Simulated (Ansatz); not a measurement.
Functionals compared on a constructed model of the (100) surface of fcc Ir, a pseudomorphic layer of Ag in the host's stacking (bottom of the slab: a bare face, its two planes held), in Ansatz (plane waves, PAW). The structure was relaxed with PBE; the other rows are single points on it. Cutoff 420 eV (500 eV for r2SCAN).

Slab: 7 atoms, 11.9 Å thick at the start; k 14x14x1, smearing 0.1 eV, dipole-corrected; 2 atoms held, the rest relaxed; held to the start's symmetry, so lower structures may exist; no spin, no spin-orbit, no U. It is one candidate, not shown to be the stable structure of the face. These notes are the PBE run's.

| functional | work function of the top face (eV) | rough cost of the single point |
|---|---|---|
| PBE | 4.46 | – |
| RPBE | 4.25 | very roughly 24 core-seconds |
| r2SCAN | 4.39 | about 50 core-seconds (a rough figure) |

Ansatz is a program for electronic structure.
